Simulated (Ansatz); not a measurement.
**A computed series for Mg: response to strain**

The reference is Mg in the hcp (Mg type) structure (space group P6_3/mmc, No. 194; a = 3.1751 Å, c = 5.1628 Å; relaxed with 0.1 eV smearing). Axes: x lies along a and z along c of the hexagonal cell.

Strains are applied to the cell and any free atomic positions relax.

Level of theory: PBEsol (Ansatz, a first-principles code), no spin-orbit coupling.

Notes on the quantities. energy relative to the base: free energy F.

```csv
uniaxial strain ε_zz (%),energy relative to the base (meV/atom)
-3,4.7
-2.5,3.2
-2,2.0
-1.5,?
-1,0.5
-0.5,0.1
0,0.0
```

**Question.** Fit ΔE = Aε² + Bε³ (ε in %) to the rows shown and predict the withheld row.

**Answer.** Least squares on the printed values gives A = 0.461 and B = -0.020 meV/atom (largest residual 0.0 meV/atom); this predicts 1.1 meV/atom, and the run gives 1.1 meV/atom, in agreement.

Whether these cells are dynamically stable was not tested.
